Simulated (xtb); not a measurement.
xtb 6.7.1, GFN2-xTB: Ni(Cl)(k2OAc)(OH2)2 (CC1[O][Ni](<-[OH2])(<-[OH2])([Cl])<-[O]=1), charge 0, multiplicity 3, 15 atoms. The geometry is a generated start, not checked to be a minimum at this level.

```json
{
 "method": "GFN2-xTB",
 "--acc": "1 (default)",
 "--etemp (K)": "300 (default)",
 "detailed input (--input)": "none: ANC optimiser, Lindh (1995) Hessian, microcycle=20, maxdispl=1.0, hlow=0.01 (default)",
 "basis_functions": "51",
 "valence_electrons": "56"
}
```

```xyz
15

Ni    -0.2399     0.8023    -0.1839
Cl     0.9980     1.9361    -1.4933
C      1.4072    -2.4534     1.1582
C      0.7945    -1.1917     0.6230
O      0.9256    -0.1004     1.2346
O      0.1216    -1.2073    -0.4459
H      1.4306    -3.2111     0.3809
H      2.4084    -2.2443     1.5251
H      0.8049    -2.8084     1.9926
O     -1.8551     0.7629    -1.7520
H     -1.9056    -0.1804    -1.9510
H     -1.3770     1.1811    -2.4835
O     -1.1525     2.5955     0.6860
H     -1.8953     2.8521     0.1276
H     -0.4654     3.2669     0.5815
```

Charge 0 and multiplicity 3 are set for this test and not shown to be the ground state. GFN-xTB has no spin term: --uhf 2 sets the occupations alone.

The structure is relaxed from this start with --opt LEVEL for the levels crude, sloppy, loose, lax, normal, tight, vtight, extreme, once each. Up to the end of the extreme run atoms move by at most 1.1 Å along an axis.

Task: What is the loosest level that ends within 1 meV of the extreme run, and how many cycles does it take?

Result: vtight: 95 cycles against 97, ending 0.0028 meV above.

| level | cycles | energy above the extreme run (meV) | gradient norm (eV/Å) |
|---|---|---|---|
| crude | 1 | 50 | 0.081 |
| sloppy | 1 | 50 | 0.081 |
| loose | 1 | 50 | 0.081 |
| lax | 1 | 50 | 0.081 |
| normal | 44 | 3.1 | 0.017 |
| tight | 49 | 2.8 | 0.0068 |
| vtight | 95 | under 0.01 | 0.0053 |
| extreme | 97 | — | 0.0021 |
